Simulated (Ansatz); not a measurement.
A calculation on CsCl-type AuZn (cubic form, which distorts at low temperature) returned lattice constant a 3.140 Å, formation enthalpy -0.221 eV/atom.

For reference: formation enthalpy -0.235 ± 0.04 eV/atom (measured, temperature not stated, not corrected to a static lattice; as tabulated in Nepal et al. (2020), arXiv:2007.11150).

Question: Which level of theory produced these numbers?
A. Hartree–Fock (Ansatz, a quantum-chemistry and plane-wave program)
B. PBE-D3(BJ) (Ansatz)
C. rVV10 (Ansatz)
D. HSE06 (Ansatz)

Answer: B, PBE-D3(BJ) (Ansatz)

The others give: Hartree–Fock 3.299 Å, -0.220 eV/atom; rVV10 3.212 Å, -0.186 eV/atom; HSE06 3.170 Å, -0.259 eV/atom.

Unless a cell is named, each level is at its own relaxed cell (Hartree–Fock 17.95, HSE06 15.93, PBE-D3(BJ) 15.47, rVV10 16.58 Å³/atom).

Caveats: an element that serves as reference has a cell well above its measured volume (Hartree–Fock); exact exchange on metals is sensitive to the k mesh and can open a false gap (HSE06); symmetry holds this phase in the static calculation, where it need not be a minimum (Hartree–Fock, rVV10, HSE06, PBE-D3(BJ)); the cell is over a tenth larger than the published one (another phase or state, or a fault of the published cell, is possible) (Hartree–Fock). Ansatz's density-functional and Hartree–Fock values are scalar-relativistic unless marked +SOC, with PAW data made under PBE.
